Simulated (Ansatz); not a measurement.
Fermi-surface data of Ir (Fm-3m)

Data:

```
Ir
1.0
    0.00000     1.91447     1.91447
    1.91447     0.00000     1.91447
    1.91447     1.91447     0.00000
Ir
1
Direct
  0.00000   0.00000   0.00000
```

The numbers are results of PBEsol, rigid bands (plane waves, PAW, scalar-relativistic; Ansatz, an electronic-structure program), not measurements. Geometry: cell and atoms relaxed with PBEsol.

```yaml
density of states at the Fermi level: 0.884 states/(eV·cell), both spins
bare Sommerfeld coefficient: 2.1 mJ/(mol of atoms·K²)
drude_plasma_energy: 10.8 eV
root-mean-square Fermi velocity: 8.4e5 m/s
resistivity times τ: 4.2 ×10⁻²² Ω·m·s
resistivity_times_mean_free_path: 3.7 ×10⁻¹⁶ Ω·m²
```

A metal at this level (no band gap); rigid bands, thermally averaged at 300 K, both spins. Spin-orbit coupling is left out, which matters with elements this heavy. τ is one relaxation time for all states; the product of resistivity and mean free path takes one path for all states instead.
